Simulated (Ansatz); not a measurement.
Base system: WC (space group P-6m2, No. 187; relaxed with 0.1 eV smearing).

```
CELL_PARAMETERS angstrom
      2.92246     0.00000     0.00000
     -1.46123     2.53092     0.00000
      0.00000     0.00000     2.84619
ATOMIC_POSITIONS crystal
  W  0.00000 0.00000 0.00000
  C  0.33333 0.66667 0.50000
```

Cartesian axes are those of the cell as printed.

Calculations: PBE, PAW, 420 eV (Ansatz, an electronic-structure program; no spin-orbit coupling).

Base values:

```
Quantity  Value
--------  -----
Band gap   zero
```

The change: the cell is compressed by 2.50 % along z with no lateral relaxation; the atoms relax in the strained cell.

### Question
Estimate the effect on the stress.

### Answer
The stress (xx, yy, zz, yz, xz, xy; compression positive) is (4.7, 4.7, 25.5, 0.0, 0.0, 0.0) GPa.

### Question
Estimate the effect on the band gap.

### Answer
The band gap is still zero.

No phonon test of stability was made. The final runs are not spin-polarised.
